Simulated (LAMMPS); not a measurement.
MD from the crystal across the composition of Cu (fcc) with a share x of Cu sites Au; each row has its own temperature.

Method: classical MD, pair style eam, the elements' _u3.eam files (universal-3 set of Foiles, Baskes and Daw) (LAMMPS).

```csv
x,volume,state,enthalpy,T (K)
0.25,13.8934 ± 0.0004 Å³/atom,crystal; no diffusion seen in 30 ps,-3.4039 ± 0.0001 eV/atom,950
0.5,15.2287 ± 0.0005 Å³/atom,crystal; no diffusion seen in 30 ps,-3.5119 ± 0.0002 eV/atom,940
0.75,16.4884 ± 0.0007 Å³/atom,crystal; no diffusion seen in 30 ps,-3.5975 ± 0.0003 eV/atom,940
```

Caution: the random arrangement on this lattice is imposed, and need not be a phase that exists in equilibrium.

Caution: a run this short can hold a crystal over, or a liquid under, the potential's own melting point, which these runs don't give.

States go by the mean squared displacement: a species diffuses where it passes 1.5 Å², still rises and gives D over 1e-6 cm²/s; a crystal has left its structure where atoms lie 0.35 Å off their sites on average or a cubic box changes its shape by 3 %, or the axial ratios of another lie 8 % off the starting cell's, which the potential's own relaxation can also do.

The ± values are statistical; the model's systematic error is not in them.
